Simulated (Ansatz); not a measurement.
For SiC (model structure, started from the litharge type, P4/nmm, No. 129, 4 atoms in the cell), PBE (Ansatz, a quantum-chemistry and plane-wave program, plane waves, PAW) gives:

| Item | Result |
|---|---|
| equilibrium lattice constant a | 3.163 Å |
| c axis length | 4.466 Å |

Q: What does PBE-D3(BJ) in Ansatz (plane waves, PAW) give for the same quantities?

A: 
- lattice constant a: 3.115 Å (decreases by 1.5 %)
- lattice parameter c: 4.396 Å (falls by 1.6 %)

Changes are worked out from the printed values.

Unless a cell is named, each level is at its own relaxed cell (PBE 11.17, PBE-D3(BJ) 10.67 Å³/atom).

Ansatz's density-functional and Hartree–Fock values are scalar-relativistic unless marked +SOC, with PAW data made under PBE.

A model structure was made by putting elements into a prototype or built by hand; it is no filed structure, need not be a known phase, and can be a saddle point held by its symmetry.
